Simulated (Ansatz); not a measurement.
An Ansatz (a quantum-chemistry and plane-wave program) run: Ca with a change (x(Sc) = 0.5, 4 atoms, Pmmn); r2SCAN (Ansatz), scalar-relativistic without spin-orbit coupling.

Input:

Ansatz 0.2 input:
```yaml
crystal:
  lattice:
    - [3.7271620126, 0, 0]
    - [0, 3.7298791344, 0]
    - [0, 0, 9.4380849994]
  atoms:
    - { symbol: Ca, position: [0.5, 0.5, 0.3423798815] }
    - { symbol: Ca, position: [0, 0, 0.6576201185] }
    - { symbol: Sc, position: [0.5, 0.5, 0.9116803326] }
    - { symbol: Sc, position: [0, 0, 0.0883196674] }
basis: { ecutwfc: 500, ecutrho_ratio: 4, xc_grid: 4, fft_grid_basis: typed }
kpoints: { mp_grid: { grid: [13, 13, 5] } }
hamiltonian:
  xc: r2scan
  dispersion: none
  pseudopotentials: { kind: paw }
scf: { occupations: { method: fermi_dirac, width: 0.05 }, convergence: { dr2_threshold: 0.0000000004 } }
output: { forces: true, stress: true }
checkpoint: { write: state.ck, write_every: 1000 }
```

Output (explanatory and most iteration lines left out):

```
Pseudopotential: Ca, paw, valence charge 10
Pseudopotential: Sc, paw, valence charge 11
Crystal: 4 atoms, lattice volume = 131.207 Å³
Basis set: ecut = 500 eV, 3323 PW (Γ), exchange–correlation on 120×120×288 points (64 copies of the dense FFT grid, shifted against one another)
Bands: 25, of which v1, the nominal top of the filled ones, is band 21 counted from 1 (20 counted from 0)
Symmetry: 8 space group operations
Space group: Pmmn (ITA 59), of the structure as read, at distance tolerance 5.1e-5 Å
k-points: 147 of 845
Functional: x = r2scan, c = r2scan; τ floored in thin density (d = 2e-4 eV/Å³)
SCF iter   1: F=—  HF=-7923.944370 eV  |F-HF|=—  |Δ(HF+E_count)|=         —  Δρ=9.12e-3  dr2=1.30e-1  dr2_τ=8.28e-3  ethr=1.77e-3  ⟨swp⟩=7.0  Hψ=18946  notcnv=0
SCF iter   2: F=—  HF=-7924.015983 eV  |F-HF|=—  |Δ(HF+E_count)|=   7.16e-2  Δρ=3.88e-3  dr2=2.88e-2  dr2_τ=1.13e-3  ethr=3.09e-4  ⟨swp⟩=2.7  Hψ=8080  notcnv=0
SCF 1 converged in 10 iterations: F = -7924.014632 eV  dr2 = 1.24e-10
SCF converged after 10 iterations
Free energy (F): -7924.014632 eV
Internal energy: -7923.952716 eV  (E = F + TS)
E sigma→0 (E₀):  -7923.983674 eV
Entropy (-TS):   -0.061916 eV (-15.479 meV/atom)
Fermi energy:    6.682480 eV
--- Forces (eV/Å), atoms counted from 1 ---
  atom   1  Ca     0.00000000     0.00000000     0.00062554
  atom   2  Ca     0.00000000     0.00000000    -0.00062554
  atom   3  Sc     0.00000000     0.00000000     0.00117559
  atom   4  Sc     0.00000000     0.00000000    -0.00117559
--- Stress (GPa, compression-positive) ---
        0.011656       0.000000       0.000000
        0.000000      -0.004637       0.000000
        0.000000       0.000000      -0.008825
  P = ⅓ Tr σ = -0.0006 GPa (-0.006 kbar)
```

These are small ordered cells, not random alloys; other orderings at the same x differ. Whether these cells are dynamically stable was not tested. The final runs are not spin-polarised. The cell was made from Ca by this change: x(Sc) = 0.5, 4 atoms, Pmmn. CaSc has a high density of states at the Fermi level and may be magnetic at this level. Under x(Sc) = 0.5, 4 atoms, Pmmn the cell changed shape so far that it is another structure.
